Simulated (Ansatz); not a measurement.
Band structure of the (001) slab of CoPtO2 (cut from a parent of space group no. 166; 12 atoms in the cell).

```
CELL_PARAMETERS angstrom
      2.79432     0.00000     0.00000
     -1.39716     2.41995     0.00000
      0.00000     0.00000    30.84840
ATOMIC_POSITIONS crystal
  Co 0.33333 0.66667 0.22692
  Co 0.00000 0.00000 0.41945
  Co 0.66667 0.33333 0.61199
  Pt 0.00000 0.00000 0.70825
  Pt 0.66667 0.33333 0.32318
  Pt 0.33333 0.66667 0.51572
  O  0.66667 0.33333 0.25835
  O  0.00000 0.00000 0.77308
  O  0.33333 0.66667 0.45089
  O  0.66667 0.33333 0.38801
  O  0.00000 0.00000 0.64342
  O  0.33333 0.66667 0.58055
```

Computed with LDA (PW92), PAW files made with PBE (plane waves; Ansatz, a program for electronic structure).

Settings: basis.ecutwfc = 420 eV; kpoints.mp_grid.grid = 11 11 1; hamiltonian.xc = lda; hamiltonian.pseudopotentials = {kind: paw} (the program's default PAW files); scf.occupations.method = cold; scf.occupations.width = 0.05 eV; kpoints.band_path.path = [[0.0, 0.0, 0.0], [0.5, 0.0, 0.0], [0.33333333, 0.33333333, 0.0], [0.0, 0.0, 0.0]]; kpoints.band_path.npoints = 10.

The starting cell comes from a database of computed structures (which also holds hypothetical and non-ambient phases and stackings), without a prior relaxation at this level. The slab is cut from that crystal, and its faces are unrelaxed. Its lattice was rescaled in the plane by a random factor within 2.5 % of one. Spin-orbit coupling is off. Spin polarisation is off; with an odd number of electrons in the cell that forces a metal, and a magnetic state may lie lower. The two faces of this cut differ, and no dipole correction was used.

Levels in eV from the Fermi level, bands 67 to 74:
```tsv
point	67	68	69	70	71	72	73	74
Γ	-0.81	-0.81	-0.81	-0.78	-0.45	0.53	0.53	1.04
M	0.07	0.09	0.09	0.11	0.41	0.78	0.88	1.49
K	-0.71	-0.68	-0.48	0.26	0.34	0.56	0.96	1.01
```

Bands cross the Fermi level along this path, so the cell is metallic at this level.

Keys are those of Ansatz 0.2.
